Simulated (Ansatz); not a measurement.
Levels about the gap of amorphous Al30O48H6 (84 atoms in a cell of 893 Å³, 2.95 g/cm³; zone centre alone, so wide bands show as single levels with stretches between that a denser mesh fills), at the geometry that PBE relaxed, where it gives 0.0 GPa on a denser mesh. The participation number counts the atoms over which a state spreads; weights are charges in smoothed Voronoi cells. The levels come from a single point, so bond lengths are those of that geometry. Method of the levels: PBE, scalar-relativistic without spin-orbit coupling (Ansatz, a first-principles code). Sampling: the zone centre alone; Fermi-Dirac width 0.02 eV; no spin polarisation. At PBE the levels at the filled edge of the gap are localised (band-tail or defect states), and the nearest spread-out levels lie 3.8 eV apart at the zone centre.

The cell was made by melting and quenching with the CHGNet potential and then relaxed with DFT. O atoms were pushed apart under 1.9 Å during the dynamics, to hinder bonds among them. The hot cell started wider than the set density and was brought back towards it in steps. It is the lowest in DFT energy of 2 quenches. It is a model cell: composition and starting density were chosen by hand, and all elements were melted together. No dispersion term was used. Its density started from a set value of 3.08 and ended at 2.95 g/cm³. The quench (nominally 180 K/ps over its main leg) was far faster than any real one, so the model tends to hold more defects than a real film. One small periodic cell is one sample of the glass; other quenches scatter about these values. Volume and shape were free in the relaxation.

| E - E(highest filled), eV | filling | participation number | largest on | weight O | weight Al | weight H |
|---|---|---|---|---|---|---|
| -0.64 | filled | 17.7 | O, 2 neighbours | 0.94 | 0.05 | 0.01 |
| -0.61 | filled | 14.5 | O, 3 neighbours | 0.94 | 0.05 | 0.00 |
| -0.57 | filled | 13.9 | O, 3 neighbours | 0.95 | 0.05 | 0.00 |
| -0.52 | filled | 14.8 | O, 3 neighbours | 0.95 | 0.05 | 0.00 |
| -0.41 | filled | 11.9 | O, 3 neighbours | 0.95 | 0.05 | 0.01 |
| -0.33 | filled | 8.8 | O, 4 neighbours | 0.95 | 0.04 | 0.00 |
| 0.00 | filled | 3.4 | O, 3 neighbours | 0.95 | 0.05 | 0.00 |
| 3.14 | empty | 62.6 | Al, 4 neighbours | 0.52 | 0.38 | 0.10 |
| 4.87 | empty | 21.0 | Al, 4 neighbours | 0.50 | 0.41 | 0.09 |
| 5.00 | empty | 23.9 | Al, 4 neighbours | 0.53 | 0.39 | 0.08 |
| 5.27 | empty | 29.1 | Al, 4 neighbours | 0.54 | 0.43 | 0.03 |
| 5.46 | empty | 43.8 | Al, 5 neighbours | 0.55 | 0.33 | 0.11 |
| 5.77 | empty | 40.0 | Al, 4 neighbours | 0.52 | 0.36 | 0.12 |
| 5.86 | empty | 52.1 | Al, 5 neighbours | 0.56 | 0.36 | 0.07 |

Most localised among these is the filled level at +0.00 eV, on a O atom, which has 3 neighbours (Al 1.79 Å, Al 1.82 Å, Al 1.84 Å).
